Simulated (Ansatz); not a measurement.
The parent structure is TiB2 (space group P6/mmm, No. 191; a = 3.032 Å, c = 3.224 Å; relaxed with 0.1 eV smearing).

Structures relaxed with Ansatz (a first-principles code) PBE, no spin-orbit coupling.

Base:

Simulated powder pattern, Co Kα, λ = 1.79026 Å (kinematic, ideal powder, no thermal factors, no anomalous dispersion; the 8 strongest lines at most, above 2 %, up to 2θ = 90°):

```json
[
 {"2θ (°)": "32.24", "I/Imax (%)": "20", "hkl": "(001)"},
 {"2θ (°)": "39.86", "I/Imax (%)": "58", "hkl": "(100)"},
 {"2θ (°)": "52.16", "I/Imax (%)": "100", "hkl": "(101)"},
 {"2θ (°)": "67.47", "I/Imax (%)": "9.2", "hkl": "(002)"},
 {"2θ (°)": "72.37", "I/Imax (%)": "22", "hkl": "(110)"},
 {"2θ (°)": "81.32", "I/Imax (%)": "14", "hkl": "(102)"},
 {"2θ (°)": "81.45", "I/Imax (%)": "9.1", "hkl": "(111)"},
 {"2θ (°)": "85.96", "I/Imax (%)": "5.9", "hkl": "(200)"}
]
```

After one change:

Simulated powder pattern, Co Kα, λ = 1.79026 Å (kinematic, ideal powder, no thermal factors, no anomalous dispersion; the 8 strongest lines at most, above 2 %, up to 2θ = 90°):

```csv
2θ (°),I/Imax (%)
31.59,20
39.04,58
51.06,100
65.97,9.2
70.73,22
79.41,13
79.53,9.1
83.88,5.8
```

Problem. Which change produced these results?
(A) isotropic strain −2.00 %
(B) isotropic strain −1.50 %
(C) isotropic strain −1.00 %
(D) isotropic strain +2.00 %

Solution. D, isotropic strain +2.00 %. Its volume per atom is 9.08 Å³ against 8.56 Å³, and its space group is P6/mmm (No. 191).

Stability against distortions was not tested. All final runs are without spin polarisation.
